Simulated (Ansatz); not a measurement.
Relaxation of the outer planes of the (110) surface of fcc Au in its 1x1 cell (the real clean face reconstructs), outermost plane spacing 1.47 Å in the ideal cut.

Method: PBE (plane waves to 420 eV, PAW; Ansatz, an electronic-structure program).

Slab: 8 atoms, 10.3 Å thick at the start (thin: gaps and levels are the slab's own); k 13x9x1, smearing 0.1 eV, dipole-corrected; all atoms relaxed; start symmetry kept, larger cells not searched; no spin, no spin-orbit, no U.

| plane | atoms | bulk spacing to the next (Å) | relaxed spacing (Å) | change (%) | rumpling (Å) |
|---|---|---|---|---|---|
| 1 | Au | 1.470 | ? | ? | 0.00 |
| 2 | Au | 1.470 | 1.597 | 8.7 | 0.00 |

### Question
Complete the blanks.

### Answer

- 1, relaxed spacing (Å): 1.273
- 1, change (%): -13.4
